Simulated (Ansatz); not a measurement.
Co3Al (Pm-3m, No. 221, 4 atoms in the cell; start mp-1018101) was calculated with r²SCAN (Ansatz, a program for electronic structure, PAW).

Settings: plane-wave cutoff 560 eV, 16×16×16 k mesh, Fermi–Dirac smearing 0.05 eV, spin-polarised start, scalar-relativistic PAW data made under PBE.

Cell (relaxed at this level):

Space group Pm-3m (No. 221); a = b = c = 3.5858 Å, α = β = γ = 90.00°

```
atom  site  symmetry       x       y       z
----  ----  --------  ------  ------  ------
Al      1a      m-3m  0.0000  0.0000  0.0000
Co      3c    4/mm.m  0.0000  0.5000  0.5000
```

Q: Give the computed bulk modulus B0.

A: 
bulk modulus B0: 154 GPa

The run finds no gap.

Note: the magnetic order was assumed, not searched for or taken from measurement; the bulk modulus is −V dP/dV from two relaxed cells at ±2 % in volume; the relaxation could not lower the start's symmetry, so the cell can be a saddle point above a distorted one.

The computed numbers hold no vibrational or temperature effects.

The result took roughly 6 core-minutes.

A start named mp-… is a Materials Project structure, which need not be a measured phase.
